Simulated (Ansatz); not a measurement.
Base system: SiGe in the CsCl type structure (space group Pm-3m, No. 221; a = 3.200 Å; a hypothetical phase, not in the database extracts checked; relaxed with 0.1 eV smearing). Axes: x, y, z lie along the cube axes.

All numbers come from PBEsol in Ansatz (plane waves to 420 eV, PAW, no SOC).

The change: every lattice vector is stretched by 1.79 %, atoms relaxed at fixed cell.

Predict the stress tensor and what it implies for the stiffness.

Stress of the strained cell less that of the base (GPa, compression positive):
```
   -4.0     0.0     0.0
    0.0    -4.0     0.0
    0.0     0.0    -4.0
```

Then B = −ΔP/(ΔV/V₀) with ΔV/V₀ = 0.0547 gives secant stiffness values (nonlinear terms included at this strain): B ≈ 73 GPa.

As a check, the harmonic strain energy −½ V₀ Δσ:ε is 11 meV/atom; the computed energy rise is 12 meV/atom.

Stability against distortions was not tested. The final runs are not spin-polarised.

Ansatz is a program for electronic structure.
